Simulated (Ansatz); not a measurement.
Consider HfN in the rock salt structure (space group Fm-3m, No. 225; relaxed with 0.1 eV smearing).

```
CELL_PARAMETERS angstrom
      0.00000     2.26306     2.26306
      2.26306     0.00000     2.26306
      2.26306     2.26306     0.00000
ATOMIC_POSITIONS crystal
  N  0.00000 0.00000 0.00000
  Hf 0.50000 0.50000 0.50000
```

Calculations: DFT with r2SCAN, PAW potentials and a 500 eV plane-wave cutoff in Ansatz (a first-principles code), no spin-orbit coupling, earlier PAW set.

Before the change:

| Quantity | Value |
|---|---|
| Pressure | 0.0 GPa |

One thing is altered: the cell is scaled by 0.9607 in all directions, atoms relaxed at fixed cell.

Question: Predict the new energy relative to the base and pressure.

Answer: The energy rises by 161 meV/atom; the pressure goes from zero to 43.6 GPa.

The cells carry an imposed strain or load. Stability against distortions was not tested. All final runs are without spin polarisation. An odd electron count without spin: HfN.
